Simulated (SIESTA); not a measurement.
# Relaxation of the atoms of Mg₆BSb (Amm2, 8 atoms in the cell) at several settings

```
Mg6BSb
1.0
    4.47962     0.00000     0.00000
    0.00000     2.97575     6.51630
    0.00000    -2.97575     6.51630
Mg B Sb
6 1 1
Cartesian
  0.00000  -1.50781   7.34634
  0.00000   1.50781   7.34634
  0.00000   0.00000   4.21200
  2.23981  -1.64029   5.17342
  2.23981   1.64029   5.17342
  2.23981   0.00000   2.32110
  0.00000   0.00000  11.98490
  2.23981   0.00000   8.57271
```

Base: SIESTA 5.4.2 with GGA PBEsol, numerical atomic orbitals DZP, PseudoDojo PBEsol standard norm-conserving potentials (rewritten from UPF to PSML). Its settings: XC.functional = GGA; XC.authors = PBEsol; potentials = PseudoDojo PBEsol standard; PAO.BasisSize = DZP; PAO.EnergyShift = 0.005 Ry; MeshCutoff = 350 Ry; kgrid.MonkhorstPack = 5 4 4; OccupationFunction = MP; OccupationMPOrder = 1; ElectronicTemperature = 0.05 eV; MaxSCFIterations = 150; SCF.Mixer.Method = Pulay; SCF.Mixer.Weight = 0.25; SCF.Mixer.History = 8; SCF.DM.Tolerance = 1.0E-05. Starting volume 21.72 Å³ per atom.

Each line gives the change from the base single point and the result:

- atoms moved at random; MD.TypeOfRun: default → CG; MD.Steps: default → 40; MD.MaxForceTol: default → 0.1 eV/Ang: pressure 0.93 GPa; largest force (vector length) 0.072 eV/Å; relaxation steps 6; free energy against the base single point -3.8 meV/atom.
- atoms moved at random; MD.TypeOfRun: default → CG; MD.Steps: default → 40; MD.MaxForceTol: default → 0.005 eV/Ang: the relaxation ended unconverged.
- atoms moved at random; MD.TypeOfRun: default → CG; MD.Steps: default → 40; MD.MaxForceTol: default → 0.03 eV/Ang: pressure 0.88 GPa; largest force (vector length) 0.030 eV/Å; relaxation steps 10; free energy against the base single point -4.2 meV/atom.

The starting cell comes from a database of computed structures (which also holds hypothetical and non-ambient phases and stackings), without a prior relaxation at this level. Values carry the incompleteness of an atom-centred basis. The run gives no clean gap (levels at the Fermi energy touch, overlap or are partly filled at this smearing), which alone does not show that the compound is a metal.
